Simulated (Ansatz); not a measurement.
BaInHO2 (model structure, started from the SrVO2H type, P4/mmm, No. 123, 5 atoms in the cell)

Method: PBEsol in Ansatz (plane waves, PAW).

Run with plane-wave cutoff 520 eV, 8×8×10 k mesh (along the axes of the cell as run), Fermi–Dirac smearing 0.01 eV, scalar-relativistic PAW data made under PBE.

Cell (relaxed with PBEsol):

```cif
data_HBaInO2
_chemical_formula_sum 'Ba1 In1 O2 H1'
_space_group_name_H-M_alt 'P4/mmm'
_space_group_IT_number 123
_space_group_name_Hall '-P 4 2'
_cell_length_a 4.28365
_cell_length_b 4.28365
_cell_length_c 3.88015
_cell_angle_alpha 90.000
_cell_angle_beta 90.000
_cell_angle_gamma 90.000
loop_
_atom_site_label
_atom_site_type_symbol
_atom_site_symmetry_multiplicity
_atom_site_Wyckoff_symbol
_atom_site_fract_x
_atom_site_fract_y
_atom_site_fract_z
_atom_site_occupancy
Ba1 Ba 1 d 0.50000 0.50000 0.50000 1
In1 In 1 a 0.00000 0.00000 0.00000 1
O1 O 2 f 0.00000 0.50000 0.00000 1
H1 H 1 b 0.00000 0.00000 0.50000 1
```

```yaml
band_gap: 0.72 eV
smallest_direct_gap_on_the_k_points_sampled: 1.20 eV
"Γ–Γ gap": 4.59 eV
```

Note: the relaxation could raise the start's symmetry but not lower it, so the cell can be a saddle point.

Spin–orbit coupling is not included.

The computed numbers hold no vibrational or temperature effects.

It cost around 10 core-seconds (rough) of CPU time.

A model structure was made by putting elements into a prototype or built by hand; it is no filed structure, need not be a known phase, and can be a saddle point held by its symmetry.

Ansatz is an electronic-structure program.
